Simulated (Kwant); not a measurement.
System: wire with a row of barriers in a InAs two-dimensional gas. Effective mass 0.023 mₑ, grid spacing 8.3 nm, hard walls, nominal width 200 nm (25 grid rows, so walls 215.8 nm apart), one parabolic valley, scattering region 830 nm long along x; energies count from the band bottom; Fermi energy swept from 0.00032698 to 0.0038829 eV. 4 barrier(s) across the wire, height 0.012 eV, thickness 33.2 nm (about 4 grid columns), spaced by 49.8 nm.

The device is made up for the run: typed textbook-type constants, with dimensions and the other settings drawn at random.

Model: effective-mass tight-binding model on a square grid, one spin, coherent transport at 0 K (Kwant). Conductance is in e²/h.

Question: How many channels do the leads carry at E = 1.60, 2.14, 2.18 meV?

Answer: The hard-wall thresholds are n² ħ²π²/(2mW²) = n² × 0.351 meV with W = 215.8 nm. √(1.60/0.351) = 2.14, so 2. √(2.14/0.351) = 2.47, so 2. √(2.18/0.351) = 2.49, so 2.
